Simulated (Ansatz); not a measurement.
The reference is Hf in the hcp (Mg type) structure (space group P6_3/mmc, No. 194; relaxed with 0.1 eV smearing).

```yaml
crystal:
  lattice:
    - [3.15810, 0.00000, 0.00000]
    - [-1.57905, 2.73500, 0.00000]
    - [0.00000, 0.00000, 5.00450]
  atoms:
    - { symbol: Hf, position: [0.66667, 0.33333, 0.75000] }
    - { symbol: Hf, position: [0.33333, 0.66667, 0.25000] }
```

Cartesian axes are those of the cell as printed.

Level of theory: plane-wave PAW DFT at the PBEsol level (Ansatz, a quantum-chemistry and plane-wave program, 420 eV), spin-orbit coupling left out.

Strains are applied to the cell and any free atomic positions relax.

One change was made to it. Results:

The energy increases by 1.7 meV/atom; the shortest interatomic distance decreases by 0.029 Å, from 3.096 Å to 3.067 Å.

### Question
What was done to the base?
A) tensor shear ε_xz = +2.00 %
B) tensor shear ε_xz = +1.14 %
C) tensor shear ε_xz = +1.71 %
D) tensor shear ε_xz = +0.29 %

### Answer
B, tensor shear ε_xz = +1.14 %. For comparison, the energy relative to the base in the other runs: tensor shear ε_xz = +1.71 % gives +3.8 meV/atom; tensor shear ε_xz = +0.29 % gives +0.1 meV/atom; tensor shear ε_xz = +2.00 % gives +5.2 meV/atom.

Stability against distortions was not tested. The final runs are not spin-polarised.
